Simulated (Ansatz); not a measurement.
## Bulk modulus B0 of VSi2 (model structure, started from the AlB2 type, P6/mmm, No. 191, 3 atoms in the cell) at several levels of theory

No measured value is used here.

```csv
level (code),value (GPa),cell (Å³/atom)
LDA (Ansatz),171,12.47
PBEsol (Ansatz),165,12.74
r²SCAN (Ansatz),168,12.76
```

Spin-polarised start: LDA, PBEsol, r²SCAN. LDA, PBEsol, r²SCAN: the starting moments vanished in the run, and other orders were not tried. LDA, PBEsol, r²SCAN: the bulk modulus is −V dP/dV from two relaxed cells at ±2 % in volume. Each level is taken at its own relaxed cell. Cutoffs differ between the levels. Ansatz's density-functional and Hartree–Fock values are scalar-relativistic unless marked +SOC, with PAW data made under PBE.

A model structure was made by putting elements into a prototype or built by hand; it is no filed structure, need not be a known phase, and can be a saddle point held by its symmetry.

Ansatz is a quantum-chemistry and plane-wave program.
